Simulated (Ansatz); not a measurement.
Start from HgF2 in the fluorite structure (space group Fm-3m, No. 225; a = 5.5388 Å). Axes: x, y, z lie along the cube axes.

Level of theory: PBEsol (Ansatz, a program for electronic structure), no spin-orbit coupling.

Strains are applied to the cell and any free atomic positions relax; under biaxial strain the out-of-plane vector relaxes too.

One change was made to it. Results:

The energy increases by 0.3 meV/atom; the pressure (mean of the normal stresses, compression positive) grows by 5.1 kbar to 5.2 kbar; the gap character stays direct at Γ; the valence-band top at Γ (three highest levels, from the VBM) becomes 0.00, -0.02, -0.02 eV (base: 0.00, 0.00, 0.00 eV).

Q: Which of these changes matches the shifts?
A. biaxial strain −0.50 %, plane normal [001], relaxed out of plane
B. biaxial strain +0.50 %, plane normal [001], relaxed out of plane
C. biaxial strain −2.00 %, plane normal [001], relaxed out of plane

A: A, biaxial strain −0.50 %, plane normal [001], relaxed out of plane. For comparison, the valence-band top at Γ in the other runs: biaxial strain −2.00 %, plane normal [001], relaxed out of plane gives 0.00, -0.09, -0.09 eV; biaxial strain +0.50 %, plane normal [001], relaxed out of plane gives 0.00, 0.00, -0.02 eV.

With Hg present, leaving out spin-orbit coupling can change the band edges. Stability against distortions was not tested. Labels are those of the standard path for the cell's own space group.
